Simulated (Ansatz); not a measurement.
## alpha quartz (1 0 0) on 4H silicon carbide (1 1 0) (film strained to the substrate, faces as cut)

A periodic stack without vacuum, alpha quartz (1 0 0) on 4H silicon carbide (1 1 0) (film strained to the substrate, faces as cut): substrate slab Si36C36, film Si14O36, surface cells [[0, -1], [1, -1]] and [[0, -1], [2, -1]], film strained by -2.7 and +0.9 %, faces CSi/CSi and O/O as cut (like faces can put a slab off its formula).

The start was prepared with a machine-learned potential, and the result is one local minimum, with the in-plane cell held and forces under 0.04 eV/Å; the film can end far from its bulk form.

These are PBE (plane waves to 420 eV, PAW; Ansatz, a program for electronic structure) values and carry that method's errors. No spin–orbit coupling; the runs are not spin-polarised; PBE gaps are too small against experiment. Its k-point mesh 5×3×1, Fermi–Dirac width 0.05 eV.

interface area: 54.3 Å²
period: 26.30 Å
gaps between the outermost planes at the two interfaces: 0.39 and 0.61 Å
O–Si contacts across the interfaces within 1.22 times the sum of covalent radii: 10, mean 1.70 Å
C–O contacts across the interfaces within 1.22 times the sum of covalent radii: 5, mean 1.34 Å

```xyz
122
Lattice="5.3585 -0.0004 -0.0937 5.3576 10.1284 -0.2031 1.3040 2.2391 26.2558" Properties=species:S:1:pos:R:3 pbc="T T T"
Si     3.7019     4.9682     0.1309
Si     9.4155     9.8920     0.0910
Si     6.2353     1.9273     0.1400
Si     7.3806     7.3152     0.0538
C      3.9231     3.1248     0.3252
C      9.3054     7.8878     0.1804
C      0.4016     0.2683     0.5093
C      7.4528     5.5596     0.4428
Si     6.6054     4.7376     1.7887
Si     6.6585     9.8055     1.7373
Si     3.1595     2.1940     1.8847
Si     4.8576     7.2913     1.8343
C      6.7415     2.8310     1.7316
C      6.6280     7.9345     1.7130
C      3.1061     0.2957     1.8623
C      4.8167     5.3624     1.7054
Si     3.9749     4.7667     3.3191
Si     9.3928     9.8219     3.2236
Si     5.8460     2.2063     3.3302
Si     7.5609     7.2808     3.2517
C      4.0635     2.8653     3.3774
C      9.3462     7.9217     3.2755
C      0.4625     0.3172     3.5238
C      7.5450     5.3744     3.3170
Si     6.7022     4.7695     4.8666
Si     6.7316     9.8348     4.8369
Si     3.1696     2.2372     4.9520
Si     4.9211     7.3065     4.8850
C      6.7407     2.8718     4.8711
C      6.7101     7.9359     4.8366
C      3.1638     0.3362     4.9898
C      4.9129     5.3993     4.8532
Si     4.0524     4.7867     6.4240
Si     9.4454     9.8529     6.3337
Si     5.8739     2.2535     6.4542
Si     7.6333     7.3209     6.3844
C      4.0833     2.8886     6.4723
C      9.4208     7.9562     6.3443
C      5.8752    10.4795     6.3957
C      7.6277     5.4162     6.3791
Si     6.7594     4.8076     7.9287
Si     6.8016     9.8642     7.9210
Si     3.2176     2.2672     8.0483
Si     4.9761     7.3464     7.9709
C      6.7887     2.9078     7.9859
C      6.7697     7.9716     7.9633
C      8.5913    10.4950     7.9109
C      4.9747     5.4361     7.9410
Si     4.0904     4.8055     9.4763
Si     9.5353     9.8792     9.4612
Si     5.9379     2.2771     9.5816
Si     7.6862     7.3827     9.5351
C      4.1431     2.9106     9.5628
C      9.4761     7.9950     9.4269
C     11.3189    10.5088     9.3845
C      7.6760     5.4761     9.4421
Si     6.7605     4.7734    10.9071
Si     6.9467     9.9370    10.9919
Si     3.3052     2.3167    11.1585
Si     5.0024     7.3605    11.0708
C      6.8608     2.9160    11.0842
C      6.7807     8.0464    11.1572
C      8.7496    10.5178    11.1120
C      5.0013     5.4780    10.9750
Si     3.8929     4.9684    12.3912
Si     9.6694     9.5947    12.6532
Si     6.1565     3.2407    12.9703
Si     7.6498     7.5909    12.8482
C      4.2116     3.1575    12.6026
C      9.4167     7.7733    12.4645
C     11.3230    10.5355    12.4036
C      7.3687     5.0428    12.6857
Si     4.1521     3.3415    15.1752
Si     8.8853     8.7996    15.2096
O      4.2876     2.2048    16.3092
O      4.6003     7.6460    15.8131
O      6.9170     6.1678    13.3420
O      6.0796    11.5329    13.2692
O      3.4607     2.7199    13.7869
O      7.5249     8.3527    14.3419
O      5.6557     3.7529    14.5759
O      4.1070     9.9889    14.3305
O      6.3867    11.0065    16.9145
O      6.5864     6.0761    16.6535
O      3.1560     4.4695    15.8598
O      8.5107     9.5201    16.5993
Si     9.2483    11.1239    19.6163
Si     3.8057     5.8259    19.4274
Si     5.4834     2.1534    17.4096
Si     5.5372     7.2446    17.1167
Si     7.2796     9.8386    17.5807
Si     7.4270     4.7193    17.0007
O     10.2570     9.9584    20.1373
O      4.7150     4.9024    20.4108
O      6.3858     3.5017    17.3200
O      6.3667     8.5101    17.7288
O      7.9370    10.4080    18.9594
O      2.8681     4.8691    18.5103
O     10.1075    12.1059    18.6427
O      4.6669     6.7309    18.3926
O      6.9565     8.6964    21.3185
O      6.7506     3.6323    21.3378
O      8.7419    12.0556    20.8485
O      8.2939     6.7811    20.3124
Si     9.4687     8.4435    23.7774
Si     3.9344     3.4817    24.1857
Si     5.8103     9.8011    21.5721
Si     5.6423     4.7520    21.7345
Si     7.5486     7.2337    21.6820
Si     2.1418     2.3176    22.0165
O      5.2018     7.5726    24.7868
O     10.1497    12.5609    24.8714
O      6.4543    11.2320    21.9687
O      6.3725     6.1693    22.0701
O      8.5367     7.3524    22.9787
O      2.7138     2.6925    23.4903
O      4.8673     9.3345    22.7760
O      4.8112     4.2879    23.0769
O      6.2030     5.0715    25.7820
O      6.0554     9.8129    25.5470
O      8.5937     9.5385    24.6454
O      3.3127     4.5470    25.3155
```
